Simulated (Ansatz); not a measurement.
The starting structures come from a database of crystals and need not be the phases stable at ambient conditions.

By PBEsol, the system below comes out a metal.

The ballistic (Sharvin) conductance counts the channels at the Fermi level: G/A = (e²/h) × channels of both spins per area.

```
Nb2AsC
1.0
    3.35724     0.00000     0.00000
   -1.67862     2.90746     0.00000
    0.00000     0.00000    11.93196
Nb As C
4 2 2
Direct
  0.33333   0.66667   0.40533
  0.66667   0.33333   0.59467
  0.66667   0.33333   0.90533
  0.33333   0.66667   0.09467
  0.66667   0.33333   0.25000
  0.33333   0.66667   0.75000
  0.00000   0.00000   0.50000
  0.00000   0.00000   0.00000
```

Space group of this cell: P6_3/mmc. The cell is taken as given; by PBEsol its mean pressure is -7.9 GPa.

The current flows along the normal of the first two printed cell vectors, the (001) plane of the conventional cell. No spin-orbit coupling; the value is a mean over 0.1 eV about the Fermi level.

**Question.** Estimate the ballistic conductance per area that PBEsol run with Ansatz (a first-principles code) returns for this system.

**Answer.** 0.64 × 10¹⁵ S/m² for both spins.
